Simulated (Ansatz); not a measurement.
Consider GaSb in the zinc blende structure (space group F-43m, No. 216; a = 6.1324 Å). Axes: x, y, z lie along the cube axes.

The values are results of Ansatz (a program for electronic structure) r2SCAN, spin-orbit coupling left out, not measurements.

It is then changed as follows: a pure shear with ε_xy = ε_yx = 0.0057, atoms relaxed at fixed cell.

Q: Predict the stress tensor and what it implies for the stiffness.

A: Stress of the strained cell less that of the base (GPa, compression positive):
```
   0.01   -0.50    0.00
  -0.50    0.01    0.00
   0.00    0.00    0.00
```

Then −Δσ/γ with γ = 2ε = 0.0114 gives relaxed-ion elastic constants: C66 ≈ 44 GPa.

No phonon test of stability was made.
